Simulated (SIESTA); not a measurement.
Band structure of Li₂O (Fm-3m, 3 atoms in the cell).

```
Li2O
1.0
    0.00000     2.28078     2.28078
    2.28078     0.00000     2.28078
    2.28078     2.28078     0.00000
Li O
2 1
Direct
  0.75000   0.75000   0.75000
  0.25000   0.25000   0.25000
  0.00000   0.00000   0.00000
```

Method: GGA PBE, numerical atomic orbitals TZP, PseudoDojo PBE standard norm-conserving potentials (rewritten from UPF to PSML) in SIESTA.

Settings: XC.functional = GGA; XC.authors = PBE; potentials = PseudoDojo PBE standard; PAO.BasisSize = TZP; PAO.EnergyShift = 0.01 Ry; MeshCutoff = 300 Ry; kgrid.MonkhorstPack = 6 6 6; OccupationFunction = FD; ElectronicTemperature = 0.02 eV; PAO.Polarization.NonPerturbative = true; MaxSCFIterations = 150; SCF.Mixer.Method = Broyden; SCF.Mixer.Weight = 0.25; SCF.Mixer.History = 8.

The starting cell comes from a database of computed structures (which also holds hypothetical and non-ambient phases and stackings), without a prior relaxation at this level. Its lattice was rescaled by a random factor within 2.5 % of one. Values carry the incompleteness of an atom-centred basis.

Predict the gap along the standard path and the places of the band edges.

The gap along the path is 5.18 eV, from Γ to X; the smallest direct gap on it is 5.51 eV.

Levels in eV from the top of the valence band on the path, bands 3 to 7:
```json
[
 {"point": "Γ", "3": "-15.50", "4": "0.00", "5": "0.00", "6": "0.00", "7": "5.51"},
 {"point": "X", "3": "-15.16", "4": "-1.67", "5": "-1.50", "6": "-1.49", "7": "5.18"},
 {"point": "W", "3": "-15.19", "4": "-1.91", "5": "-1.58", "6": "-1.58", "7": "7.34"},
 {"point": "K", "3": "-15.20", "4": "-2.11", "5": "-1.60", "6": "-1.17", "7": "6.74"},
 {"point": "L", "3": "-15.26", "4": "-2.90", "5": "-0.49", "6": "-0.49", "7": "9.58"},
 {"point": "U", "3": "-15.20", "4": "-2.11", "5": "-1.60", "6": "-1.17", "7": "6.74"}
]
```

Higher empty bands are left out: an atom-centred basis made for the valence describes them poorly.
